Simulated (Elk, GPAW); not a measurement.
A GPAW input for a self-consistent single point of CaCo2Ge2 (I4/mmm, 5 atoms in the cell) (DFT LDA (Perdew-Wang 92), plane waves, GPAW PAW datasets LDA (gpaw-data 1.0.1)):

```python
from ase import Atoms
from ase.units import GPa
from gpaw import GPAW, PW, FermiDirac

atoms = Atoms(['Ca', 'Co', 'Co', 'Ge', 'Ge'],
              cell=[[-1.964486, 1.964486, 5.123496],
                    [1.964486, -1.964486, 5.123496],
                    [1.964486, 1.964486, -5.123496]],
              scaled_positions=[[0.000000, 0.000000, 0.000000],
                                [0.250000, 0.750000, 0.500000],
                                [0.750000, 0.250000, 0.500000],
                                [0.367100, 0.367100, 0.000000],
                                [0.632900, 0.632900, 0.000000]],
              pbc=True)

calc = GPAW(mode=PW(800),
            xc='LDA',
            kpts=(7, 7, 7),
            occupations=FermiDirac(0.05),
            nbands=-11,
            convergence={'density': 1e-05},
            symmetry={'symmorphic': False, 'tolerance': 0.0005},
            maxiter=120)

atoms.calc = calc

energy = atoms.get_potential_energy()
print('Energy (eV):', round(energy, 6))
forces = atoms.get_forces()
print('Forces (eV/Ang):')
print(forces.round(5))
stress = atoms.get_stress()
print('Stress (GPa, Voigt):', (stress / GPa).round(4))
```

### Question
Give the Elk input for the same structure, mesh, smearing and functional.

### Answer
One input that does it (others would too):

```
tasks
  0

xctype
  3

rgkmax
  7.0

rmtscf
  0.87

stype
  3

swidth
  0.00183747

avec
   -3.7123405157    3.7123405157    9.6820042406
    3.7123405157   -3.7123405157    9.6820042406
    3.7123405157    3.7123405157   -9.6820042406

sppath
  './'

atoms
  3   : nspecies
  'Ca.in'   : spfname
  1   : natoms; atposl, bfcmt below
  0.0000000000  0.0000000000  0.0000000000    0.0 0.0 0.0
  'Co.in'   : spfname
  2   : natoms; atposl, bfcmt below
  0.2500000000  0.7500000000  0.5000000000    0.0 0.0 0.0
  0.7500000000  0.2500000000  0.5000000000    0.0 0.0 0.0
  'Ge.in'   : spfname
  2   : natoms; atposl, bfcmt below
  0.3671000000  0.3671000000  0.0000000000    0.0 0.0 0.0
  0.6329000000  0.6329000000  0.0000000000    0.0 0.0 0.0

ngridk
  7 7 7
```

Basis, cutoffs, solver keys and any potentials are the target program's own. This input uses DFT, LDA (PW92), all-electron FP-LAPW, Elk's shipped species files, default APW+lo basis. LDA parametrisations can differ slightly between programs.

The starting cell comes from a database of computed structures (which also holds hypothetical and non-ambient phases and stackings), without a prior relaxation at this level. Its lattice was rescaled by a random factor within 2.5 % of one. For this run, on top of that: lattice scaled by 0.98.
